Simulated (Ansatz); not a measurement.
A (8,2) carbon nanotube has 56 atoms in a period of 6.524 Å, a mean diameter of 7.27 Å, and lies 153 meV/atom over the flat sheet relaxed at the same level.

Calculation: PBE (plane waves to 420 eV, PAW; Ansatz, a first-principles code). Mesh 1×1×12. No spin polarisation. Periodic along z alone, with about 11 Å of vacuum beside it. An idealised model, rolled from the flat sheet. Only distortions within the start's symmetry and period were free.

Question: Which bending rigidity of the sheet does this imply in the thin-plate picture?

Answer: A plate bent to radius R stores D/(2R²) an area. The area an atom is π × 7.27 × 6.524/56 = 2.66 Å², so the stored energy is 0.153/2.66 = 0.0575 eV/Å². With R = 3.635 Å, D = 2R² × 0.0575 = 1.5 eV.
